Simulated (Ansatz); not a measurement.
## Zr: response to strain

The reference is Zr in the hcp (Mg type) structure (space group P6_3/mmc, No. 194; a = 3.244 Å, c = 5.158 Å; relaxed with 0.1 eV smearing). Axes: x lies along a and z along c of the hexagonal cell.

Strains are applied to the cell and any free atomic positions relax.

Computed with DFT with r2SCAN, PAW potentials and a 500 eV plane-wave cutoff in Ansatz (a quantum-chemistry and plane-wave program), scalar-relativistic without spin-orbit coupling.

Notes on the quantities. energy relative to the base: free energy F.

```tsv
uniaxial strain ε_zz (%)	energy relative to the base (meV/atom)
0	0.0
0.5	?
1	1.2
1.5	2.7
2	4.7
2.5	7.4
3	10.5
```

Problem. Fit ΔE = Aε² + Bε³ (ε in %) to the rows shown and predict the withheld row.

Solution. Least squares on the printed values gives A = 1.22 and B = -0.018 meV/atom (largest residual 0.0 meV/atom); this predicts 0.3 meV/atom, and the run gives 0.3 meV/atom, in agreement.

Stability against distortions was not tested. All final runs are without spin polarisation.
